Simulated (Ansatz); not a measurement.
## Pressure series in ScAgSe2

Take ScAgSe2 (space group P-3m1, No. 164; a cell from a computed database, its experimental status unchecked) as the base.

```cif
data_AgScSe2
_chemical_formula_sum 'Sc1 Ag1 Se2'
_space_group_name_H-M_alt 'P 1'
_space_group_IT_number 1
_cell_length_a 3.89663
_cell_length_b 3.89663
_cell_length_c 6.62699
_cell_angle_alpha 90.000
_cell_angle_beta 90.000
_cell_angle_gamma 120.000
loop_
_space_group_symop_operation_xyz
  'x, y, z'
loop_
_atom_site_label
_atom_site_type_symbol
_atom_site_fract_x
_atom_site_fract_y
_atom_site_fract_z
_atom_site_occupancy
Sc1 Sc 0.00000 0.00000 0.00000 1
Ag1 Ag 0.00000 0.00000 0.50000 1
Se1 Se 0.33333 0.66667 0.23180 1
Se2 Se 0.66667 0.33333 0.76820 1
```

Cell and atoms are relaxed at each pressure.

Calculations: r2SCAN (Ansatz, a program for electronic structure, PAW, spin-orbit coupling left out), earlier PAW set.

```json
[
 {"pressure (GPa)": "-2", "band gap (eV)": "1.08"},
 {"pressure (GPa)": "-1", "band gap (eV)": "?"},
 {"pressure (GPa)": "0", "band gap (eV)": "0.98"},
 {"pressure (GPa)": "0.3", "band gap (eV)": "0.97"},
 {"pressure (GPa)": "0.7", "band gap (eV)": "0.95"},
 {"pressure (GPa)": "1.5", "band gap (eV)": "0.91"},
 {"pressure (GPa)": "5", "band gap (eV)": "0.76"},
 {"pressure (GPa)": "7.5", "band gap (eV)": "0.66"},
 {"pressure (GPa)": "10", "band gap (eV)": "0.57"}
]
```

Fit E_g = E₀ + αP + βP² to the rows shown and predict the withheld row.

Least squares on the printed values gives E₀ = 0.98 eV, α = -47.8 meV/GPa, β = 0.66 meV/GPa² (largest residual 0.00 eV); this predicts 1.03 eV, and the run gives 1.03 eV, in agreement.

Load acts through the strain it causes; cell and atoms are relaxed under it. Whether these cells are dynamically stable was not tested. Competing high-pressure phases were not computed. All final runs are without spin polarisation.
